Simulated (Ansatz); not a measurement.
Take CdSe in the zinc blende structure (space group F-43m, No. 216; a = 6.082 Å) as the base.

It is then changed as follows: every lattice vector is stretched by 1.46 %, atoms relaxed at fixed cell.

Levels (all Ansatz, an electronic-structure program, PAW): PBEsol (420 eV, no spin-orbit coupling); HSE06+SOC (420 eV, noncollinear with spin-orbit coupling).

The geometry is relaxed with PBEsol.

```
Quantity                                   Result
----------------------------  -------------------
PBEsol valence-band top at Γ  0.00, 0.00, 0.00 eV
PBEsol band gap                           0.40 eV
```

Task: Predict the valence-band top at Γ and band gap from HSE06+SOC.

Result: The valence-band top at Γ (three highest Kramers pairs, from the VBM) changes from 0.00, 0.00, 0.00 eV to 0.00, 0.00, -0.41 eV; the band gap grows by 0.907 eV (0.40 eV → 1.30 eV). The threefold valence maximum splits by Δso ≈ 0.41 eV.

Single points use the geometry relaxed with PBEsol. The spin-orbit shifts are approximate. The cells carry an imposed strain or load. Whether these cells are dynamically stable was not tested.
